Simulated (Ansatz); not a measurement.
Input and output of a self-consistent single point for SrAg2 (Imm2, 6 atoms in the cell) (Ansatz, a first-principles code).

Method: LDA (PW92), default PAW files made with PBE (plane waves; Ansatz).

```yaml
crystal:
  lattice:
    - [-2.36939, 3.86186, 4.13647]
    - [2.36939, -3.86186, 4.13647]
    - [2.36939, 3.86186, -4.13647]
  atoms:
    - { symbol: Sr, position: [0.30105, 0.05105, 0.25000] }
    - { symbol: Sr, position: [0.70499, 0.95499, 0.75000] }
    - { symbol: Ag, position: [0.28310, 0.33769, 0.94541] }
    - { symbol: Ag, position: [0.71690, 0.66231, 0.05459] }
    - { symbol: Ag, position: [0.89228, 0.33769, 0.55459] }
    - { symbol: Ag, position: [0.10772, 0.66231, 0.44541] }
```

Reference input (self-consistent single point, DFT, LDA (PW92), plane waves, default PAW files made with PBE): basis.ecutwfc = 30.9 Ry; kpoints.mp_grid.grid = 5 5 5; hamiltonian.xc = lda; hamiltonian.pseudopotentials = {kind: paw} (the program's default PAW files); scf.occupations.method = gaussian; scf.occupations.width = 0.0073 Ry. This run's input differs from it in these lines:

Ansatz 0.2 input:
```diff
@@ -15,3 +15,3 @@
 kpoints:
-  mp_grid: { grid: [5, 5, 5] }
+  mp_grid: { grid: [8, 8, 8] }
 hamiltonian:
@@ -20,3 +20,3 @@
 scf:
-  occupations: { method: gaussian, width: 0.0073 Ry }
+  occupations: { method: cold, width: 0.0007 Ry }
 output:
```

Log, with long lists cut:

```
SCF iter   1: F=—  HF=-36722.876265 eV  |F-HF|=—  |Δ(HF+E_count)|=         —  Δρ=9.19e-3  dr2=1.14e-1  ethr=1.77e-3  ⟨swp⟩=8.2  Hψ=24415  notcnv=0  defer=7
all-band conjugate gradients solve this SCF's bands
preconditioner: auto → Resta (q_TF=auto, 2.529 Å⁻¹)
SCF iter   2: F=—  HF=-36722.848226 eV  |F-HF|=—  |Δ(HF+E_count)|=   2.80e-2  S|Δr|=    0.00e0  Δρ=2.85e-3  dr2=4.65e-3  ethr=1.19e-4  ⟨swp⟩=2.1  Hψ=9194  notcnv=0  defer=406
   [... lines left out ...]
SCF iter   5: F=—  HF=-36722.846657 eV  |F-HF|=—  |Δ(HF+E_count)|=   1.47e-4  S|Δr|=    0.00e0  Δρ=5.96e-5  dr2=4.96e-6  ethr=5.64e-8  ⟨swp⟩=2.0  Hψ=7630  notcnv=0  defer=406
SCF iter   6: F=—  HF=-36722.846656 eV  |F-HF|=—  |Δ(HF+E_count)|=   6.25e-7  S|Δr|=    0.00e0  Δρ=8.89e-6  dr2=2.13e-7  ethr=5.17e-9  ⟨swp⟩=2.1  Hψ=7491  notcnv=0  defer=406
SCF iter   7: F=-36722.846656 eV  HF=-36722.846656 eV  |F-HF|=3.03e-8  |Δ(HF+E_count)|=   3.07e-9  S|Δr|=    0.00e0  Δρ=5.00e-6  dr2=3.83e-8  ethr=1.04e-10  ⟨swp⟩=10.9  Hψ=25155  notcnv=0
SCF 1 converged in 7 iterations: F = -36722.846656 eV  dr2 = 3.83e-8
Stability not checked (fill_not_monotonic)
Free energy (F): -36722.846656 eV
Internal energy: -36722.846631 eV  (E = F + TS)
E sigma→0 (E₀):  -36722.846648 eV
Entropy (-TS):   -0.000025 eV (-0.004 meV/atom)
Fermi energy:    11.287339 eV
--- Forces (eV/Å), atoms counted from 1 ---
  atom   1  Sr     0.00000000     0.00000000    -0.21199330
  atom   2  Sr     0.00000000     0.00000000     0.10734381
  atom   3  Ag     0.00000000    -0.07300091     0.03949862
  atom   4  Ag     0.00000000     0.05362341     0.01283161
  atom   5  Ag     0.00000000     0.07300091     0.03949862
  atom   6  Ag     0.00000000    -0.05362341     0.01283161
--- Stress (GPa, compression-positive) ---
       -3.656178       0.000000       0.000000
        0.000000      -3.817505       0.000000
        0.000000       0.000000      -3.881848
  P = ⅓ Tr σ = -3.7852 GPa (-37.852 kbar)
  The stress holds the Pulay correction. Without it, at fixed plane waves, as pw.x and ABINIT print it: P = -3.7953 GPa
```

The run converged in 7 iterations. Against the reference run the free energy goes down by 7.2 meV/atom, the pressure stays near -3.79 GPa while the xx stress (positive for compression) goes from -3.03 to -3.66 GPa and the largest force goes from 0.226 to 0.212 eV/Å.

The starting cell comes from a database of computed structures (which also holds hypothetical and non-ambient phases and stackings), without a prior relaxation at this level. Its lattice was rescaled by up to half a per cent. One atom was moved a little off its site on purpose. With a pressure of about -4 GPa the cell is away from its equilibrium volume at this level. Ansatz's pressure includes its estimate of the finite-basis (Pulay) stress.

Cost on one core of a shared machine: roughly 60 s.
